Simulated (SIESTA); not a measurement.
Band structure of AlN (F-43m, 2 atoms in the cell).

```
CELL_PARAMETERS angstrom
      0.00000     2.18399     2.18399
      2.18399     0.00000     2.18399
      2.18399     2.18399     0.00000
ATOMIC_POSITIONS crystal
  Al 0.00000 0.00000 0.00000
  N  0.75000 0.75000 0.75000
```

Computed with GGA PBE, numerical atomic orbitals DZP, PseudoDojo PBE standard norm-conserving potentials (rewritten from UPF to PSML) run with SIESTA.

Settings: XC.functional = GGA; XC.authors = PBE; potentials = PseudoDojo PBE standard; PAO.BasisSize = DZP; PAO.EnergyShift = 0.01 Ry; MeshCutoff = 350 Ry; kgrid.MonkhorstPack = 9 9 9; OccupationFunction = FD; ElectronicTemperature = 10 K; MaxSCFIterations = 150; SCF.Mixer.Method = Pulay; SCF.Mixer.Weight = 0.1; SCF.Mixer.History = 8; SCF.DM.Tolerance = 1.0E-04.

The starting cell comes from a database of computed structures (which also holds hypothetical and non-ambient phases and stackings), without a prior relaxation at this level. Values carry the incompleteness of an atom-centred basis.

Q: Predict the gap along the standard path and the places of the band edges.

A: The gap along the path is 3.30 eV, from a point between K and Γ to X; the smallest direct gap on it is 4.41 eV.

Levels in eV from the top of the valence band on the path, bands 1 to 5:
| point | 1 | 2 | 3 | 4 | 5 |
|---|---|---|---|---|---|
| Γ | -14.98 | 0.00 | 0.00 | 0.00 | 4.41 |
| X | -12.26 | -4.92 | -1.80 | -1.79 | 3.30 |
| W | -12.19 | -3.75 | -3.47 | -2.72 | 6.07 |
| K | -12.28 | -4.24 | -3.67 | -1.39 | 5.16 |
| L | -12.91 | -5.90 | -0.49 | -0.49 | 7.56 |
| U | -12.28 | -4.24 | -3.67 | -1.39 | 5.16 |

Higher empty bands are left out: an atom-centred basis made for the valence describes them poorly.
